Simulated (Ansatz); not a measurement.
The starting structures come from a database of crystals and need not be the phases stable at ambient conditions.

 Where the default PAW files enter, the runs use the earlier of Ansatz's two default sets.

Crystal: CdMoO$_{4}$ (I4_1/a, not sure to be the ambient phase, 12 atoms a cell, 12.5 Å³ an atom); planes in its conventional cell.

Computed with PBEsol (plane waves, PAW; Ansatz, a first-principles code).

No gap correction and no spin-orbit coupling; mid-gap values are interpolated between computed energies.

| plane | area of the cell (Å²) | mid-gap κ (1/Å) | largest κ in the gap (1/Å) |
|---|---|---|---|
| (001) | 26.7 | 0.42 | 0.43 |
| (110) | 40.9 | [?] | [?] |

### Question
The slowest decay depends on the direction. Supply the withheld values.

### Answer

- (110), mid-gap κ (1/Å): 0.35
- (110), largest κ in the gap (1/Å): 0.36
